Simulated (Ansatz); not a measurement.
## Sr in the fcc (Cu type) structure (space group Fm-3m, No. 225)

Sr is modelled in the cubic space group Fm-3m (No. 225), the fcc (Cu type) structure, Pearson symbol cF4. Lattice parameters: a = b = c = 6.0289 Å, α = β = γ = 90.00°. Sr on 4a sees 12 Sr at 4.263 Å (cuboctahedral). (Neighbours: up to the widest gap in distance over summed covalent radii, below 1.35, at either atom.)
(The calculation used a cell of 1 atom; values per cell refer to that cell.)

Computed with DFT with PBE, PAW potentials and a 420 eV plane-wave cutoff in Ansatz (a program for electronic structure), scalar-relativistic without spin-orbit coupling, earlier PAW set. Γ-centred 13×13×13 mesh, Fermi–Dirac width 0.05 eV.

The volume per atom is 54.78 Å³ and the density is 2.66 g/cm³. The band gap comes out as zero and the total energy is -3544.241 eV/atom (σ→0; compares only within this code and set-up).

Stability against distortions was not tested.
